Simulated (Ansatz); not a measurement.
# A computed series for BeSe: response to strain

Start from BeSe in the zinc blende structure (space group F-43m, No. 216; a = 5.082 Å). Axes: x, y, z lie along the cube axes.

Strains are applied to the cell and any free atomic positions relax.

Method: LDA, PAW, 420 eV (Ansatz, a quantum-chemistry and plane-wave program; without spin-orbit coupling).

Notes on the quantities. energy relative to the base: free energy F; pressure: mean of the normal stresses, compression positive.

| change | band gap | smallest direct gap | energy relative to the base | pressure |
|---|---|---|---|---|
| base | 2.40 eV | 4.43 eV | 0 meV/atom | -0.01 GPa |
| tensor shear ε_xy = +1.43 % | 2.25 eV | 4.21 eV | +3.0 meV/atom | 0.03 GPa |
| tensor shear ε_xy = +0.29 % | 2.38 eV | 4.40 eV | +0.1 meV/atom | -0.01 GPa |
| tensor shear ε_xy = +1.14 % | 2.29 eV | 4.27 eV | +1.9 meV/atom | 0.02 GPa |
| tensor shear ε_xy = +0.57 % | 2.35 eV | 4.37 eV | +0.5 meV/atom | 0.00 GPa |
| tensor shear ε_xy = +2.00 % | 2.17 eV | 4.08 eV | +5.8 meV/atom | 0.07 GPa |
| tensor shear ε_xy = +1.71 % | 2.21 eV | 4.15 eV | +4.2 meV/atom | 0.05 GPa |
| tensor shear ε_xy = +0.86 % | 2.32 eV | 4.32 eV | +1.1 meV/atom | 0.01 GPa |

Whether these cells are dynamically stable was not tested.
